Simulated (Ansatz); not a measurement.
The starting structures come from a database of crystals and need not be the phases stable at ambient conditions.

 Where the default PAW files enter, the runs use the earlier of Ansatz's two default sets.

The decay constant κ of evanescent states in the gap governs leakage through a thin film.

Here is the system:

```
C
1.0
    2.46747     0.00000     0.00000
    0.00000     2.46747     0.00000
    1.23374    -1.23374     1.78038
C
2
Direct
  0.50000   0.50000   0.00000
  0.25000   0.25000   0.50000
```

Space group of this cell: I4_1/amd. The cell is strained (lengths across the current scaled by 0.98, ions clamped); by r2SCAN its mean pressure is 19.4 GPa.

Transport runs along the normal of the first two printed cell vectors, the (001) (indices of the unstrained crystal) plane of the conventional cell.

The gap is the functional's own. No spin-orbit coupling. Mid-gap values are interpolated on the energy grid.

Q: Compute, with r2SCAN run with Ansatz (an electronic-structure program), the band gap and the smallest decay constant κ at mid-gap.

A: Gap 4.18 eV on a 16×16×16 mesh; κ = 0.290 1/Å, at the zone centre.
